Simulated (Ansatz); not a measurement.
# Competing hops of interstitial Na in corundum, charge state +1

Defect: interstitial Na in corundum, charge state +1. The numbers are results of PBE, PAW (plane waves to 420 eV; Ansatz, a quantum-chemistry and plane-wave program), not measurements.

Settings: 120 host sites, the relaxed PBE lattice, the Γ point alone, smearing 0.01 eV, spin-restricted, no image-charge correction. Energies are static. The charge state is imposed; whether it is stable for some Fermi level was not computed. Sites that were not tried may lie lower.

Barriers: single points on a 2×2×2 k-point mesh shifted by half a step along c at the bands' geometries.

```tsv
Route	Start site over the lowest site run (eV)	Hop (Å)	Forward barrier (eV)	Backward barrier (eV)	Neighbours at the start	Neighbours at the saddle	Saddle order	Forward, on the band's own sampling (eV)
several atoms move together, Na the farthest	0.00	2.78	2.40	1.61	2 Al at 2.24; 6 O at 2.05 Å	Al at 2.42; O at 1.87, O at 1.88, O at 2.24, O at 2.26, O at 2.34 Å	not checked	2.39
several atoms move together, Na the farthest	0.79	2.78	2.09	2.09	Al at 2.21, Al at 2.40; 3 O at 2.02, 3 O at 2.13 Å	O at 1.84, O at 1.93, O at 2.02, O at 2.14 Å	not checked	2.08
Na moves alone to another site	0.00	3.53	4.36	4.36	2 Al at 2.24; 6 O at 2.05 Å	Al at 2.13, Al at 2.18; O at 1.83, 2 O at 1.91, O at 2.12, O at 2.27 Å	not checked	4.36
```

Paths come from climbing-image nudged elastic band runs. Of the routes that converged and passed our checks, the lowest saddle point lies 2.40 eV above the lowest of the sites run (several atoms move together, Na the farthest); other sites, such as split forms, and other routes may lie lower.
